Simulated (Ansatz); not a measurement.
The starting structures come from a database of crystals and need not be the phases stable at ambient conditions.

By PBEsol, the system below comes out a metal.

Without scattering a metal conducts by its projected Fermi surface.

Given:

```yaml
crystal:
  lattice:
    - [4.54116, 0.00000, 0.00000]
    - [0.00000, 5.21103, 0.00000]
    - [0.00000, 0.00000, 4.17077]
  atoms:
    - { symbol: Cu, position: [0.83669, 0.50000, 0.00000] }
    - { symbol: Cu, position: [0.16331, 0.00000, 0.50000] }
    - { symbol: Cu, position: [0.66290, 0.24831, 0.50000] }
    - { symbol: Cu, position: [0.66290, 0.75169, 0.50000] }
    - { symbol: Cu, position: [0.33710, 0.25169, 0.00000] }
    - { symbol: Cu, position: [0.33710, 0.74831, 0.00000] }
    - { symbol: Ge, position: [0.17514, 0.50000, 0.50000] }
    - { symbol: Ge, position: [0.82486, 0.00000, 0.00000] }
```

Space group of this cell: Pmmn. The cell is taken as given; by PBEsol its mean pressure is -1.4 GPa.

The current flows along the normal of the first two printed cell vectors. No spin-orbit coupling; the value is a mean over 0.1 eV about the Fermi level.

**Question.** Predict the ballistic conductance per area from PBEsol in Ansatz (a program for electronic structure).

**Answer.** 0.82 × 10¹⁵ S/m² for both spins.
